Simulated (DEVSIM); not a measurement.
Device: abrupt Si n-p junction, at 300 K.

```csv
layer (left to right),material,thickness (μm),Nd (cm⁻³),Na (cm⁻³),τn (s),τp (s)
1,Si,7.00,1.4e17,-,8e-6,8e-7
2,Si,11.0,-,6.5e17,8e-6,8e-6
```

Left contact: ohmic. Right contact: ohmic. Voltage is applied to the left contact. Recombination: SRH at mid-gap. Gap narrowing is on: ΔEg = 6.92 meV × (l + √(l² + 0.5)), l = ln(N/1.3e17 cm⁻³), shared equally by both band edges. Mobility is μmin + (μ − μmin)/(1 + (N/Nref)^α).

The device is made up for the run: typed textbook-type constants, with dimensions and the other settings drawn at random. Values at 300 K.

| parameter | Si |
|---|---|
| gap (eV) | 1.124 |
| affinity (eV) | 4.05 |
| permittivity | 11.7 |
| Nc (cm⁻³) | 2.86e19 |
| Nv (cm⁻³) | 3.1e19 |
| μn (cm²/Vs) | 1417 |
| μp (cm²/Vs) | 470 |
| μn,min | 52 |
| μp,min | 45 |
| Nref,n | 9.7e16 |
| Nref,p | 2.2e17 |
| αn | 0.68 |
| αp | 0.72 |

Model (solved in DEVSIM): 1D drift-diffusion, Boltzmann statistics, complete ionisation; no tunnelling, impact ionisation, image-force lowering or self-heating.

**Question.** Tabulate band edges, carrier densities and field at zero bias.

**Answer.** Energies count from the Fermi level of the right contact; mesh points crowd at the junctions.

```json
[
 {"x (μm)": "0.000", "Ec (eV)": "0.138", "Ev (eV)": "-0.981", "n (cm⁻³)": "1.4e17", "p (cm⁻³)": "1000", "field (V/cm)": "≈ 0"},
 {"x (μm)": "0.03480", "Ec (eV)": "0.138", "Ev (eV)": "-0.981", "n (cm⁻³)": "1.4e17", "p (cm⁻³)": "1000", "field (V/cm)": "≈ 0"},
 {"x (μm)": "0.1256", "Ec (eV)": "0.138", "Ev (eV)": "-0.981", "n (cm⁻³)": "1.4e17", "p (cm⁻³)": "1000", "field (V/cm)": "≈ 0"},
 {"x (μm)": "0.3413", "Ec (eV)": "0.138", "Ev (eV)": "-0.981", "n (cm⁻³)": "1.4e17", "p (cm⁻³)": "1000", "field (V/cm)": "≈ 0"},
 {"x (μm)": "1.209", "Ec (eV)": "0.138", "Ev (eV)": "-0.981", "n (cm⁻³)": "1.4e17", "p (cm⁻³)": "1000", "field (V/cm)": "≈ 0"},
 {"x (μm)": "2.984", "Ec (eV)": "0.138", "Ev (eV)": "-0.981", "n (cm⁻³)": "1.4e17", "p (cm⁻³)": "1000", "field (V/cm)": "≈ 0"},
 {"x (μm)": "5.393", "Ec (eV)": "0.138", "Ev (eV)": "-0.981", "n (cm⁻³)": "1.4e17", "p (cm⁻³)": "1000", "field (V/cm)": "≈ 0"},
 {"x (μm)": "6.521", "Ec (eV)": "0.138", "Ev (eV)": "-0.981", "n (cm⁻³)": "1.4e17", "p (cm⁻³)": "1000", "field (V/cm)": "≈ 0"},
 {"x (μm)": "6.826", "Ec (eV)": "0.138", "Ev (eV)": "-0.981", "n (cm⁻³)": "1.4e17", "p (cm⁻³)": "1000", "field (V/cm)": "≈ 0"},
 {"x (μm)": "6.943", "Ec (eV)": "0.217", "Ev (eV)": "-0.901", "n (cm⁻³)": "6.4e15", "p (cm⁻³)": "22000", "field (V/cm)": "49000"},
 {"x (μm)": "6.991", "Ec (eV)": "0.698", "Ev (eV)": "-0.420", "n (cm⁻³)": "5.3e7", "p (cm⁻³)": "2.7e12", "field (V/cm)": "150000"},
 {"x (μm)": "7.035", "Ec (eV)": "1.000", "Ev (eV)": "-0.100", "n (cm⁻³)": "450", "p (cm⁻³)": "6.4e17", "field (V/cm)": "950"},
 {"x (μm)": "7.126", "Ec (eV)": "1.001", "Ev (eV)": "-0.100", "n (cm⁻³)": "440", "p (cm⁻³)": "6.5e17", "field (V/cm)": "≈ 0"},
 {"x (μm)": "7.343", "Ec (eV)": "1.001", "Ev (eV)": "-0.100", "n (cm⁻³)": "440", "p (cm⁻³)": "6.5e17", "field (V/cm)": "≈ 0"},
 {"x (μm)": "8.218", "Ec (eV)": "1.001", "Ev (eV)": "-0.100", "n (cm⁻³)": "440", "p (cm⁻³)": "6.5e17", "field (V/cm)": "≈ 0"},
 {"x (μm)": "10.01", "Ec (eV)": "1.001", "Ev (eV)": "-0.100", "n (cm⁻³)": "440", "p (cm⁻³)": "6.5e17", "field (V/cm)": "≈ 0"},
 {"x (μm)": "13.87", "Ec (eV)": "1.001", "Ev (eV)": "-0.100", "n (cm⁻³)": "440", "p (cm⁻³)": "6.5e17", "field (V/cm)": "≈ 0"},
 {"x (μm)": "16.39", "Ec (eV)": "1.001", "Ev (eV)": "-0.100", "n (cm⁻³)": "440", "p (cm⁻³)": "6.5e17", "field (V/cm)": "≈ 0"},
 {"x (μm)": "17.54", "Ec (eV)": "1.001", "Ev (eV)": "-0.100", "n (cm⁻³)": "440", "p (cm⁻³)": "6.5e17", "field (V/cm)": "≈ 0"},
 {"x (μm)": "17.83", "Ec (eV)": "1.001", "Ev (eV)": "-0.100", "n (cm⁻³)": "440", "p (cm⁻³)": "6.5e17", "field (V/cm)": "≈ 0"},
 {"x (μm)": "17.94", "Ec (eV)": "1.001", "Ev (eV)": "-0.100", "n (cm⁻³)": "440", "p (cm⁻³)": "6.5e17", "field (V/cm)": "≈ 0"},
 {"x (μm)": "18.00", "Ec (eV)": "1.001", "Ev (eV)": "-0.100", "n (cm⁻³)": "440", "p (cm⁻³)": "6.5e17", "field (V/cm)": "≈ 0"}
]
```
